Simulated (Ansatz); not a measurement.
Consider the following.

```
GaS
1.0
    3.46196     0.00000     0.00000
    1.73098     2.99814     0.00000
    0.00000     0.00000    15.19259
Ga S
4 4
Direct
  0.33333   0.33333   0.67047
  0.66667   0.66667   0.17047
  0.66667   0.66667   0.32953
  0.33333   0.33333   0.82953
  0.33333   0.33333   0.09621
  0.66667   0.66667   0.59621
  0.66667   0.66667   0.90379
  0.33333   0.33333   0.40379
```

No spin polarisation.

The values are results of PBEsol-D3(BJ) (Ansatz, an electronic-structure program), spin-orbit coupling left out, earlier PAW set, not measurements. Γ-centred 11×11×3 mesh, Fermi–Dirac width 0.05 eV.

Q: What is the computed electron mass?

A: 0.51 mₑ out of plane, 0.41 mₑ in plane (at K).

Q: What is the computed valence-band top at Γ (three highest levels, from the VBM)?

A: 0.00, -1.09, -1.09 eV.

The levels and masses belong to the bands next to the band gap. The cells carry an imposed strain or load. Effective masses come from finite differences of ±0.01 Å⁻¹. No phonon test of stability was made. The cell was made from GaS in the beta-GaS type structure (space group P6_3/mmc, No. 194; layered, stacked along the Cartesian z axis) by this change: biaxial strain −2.05 %, plane normal [001], relaxed out of plane.
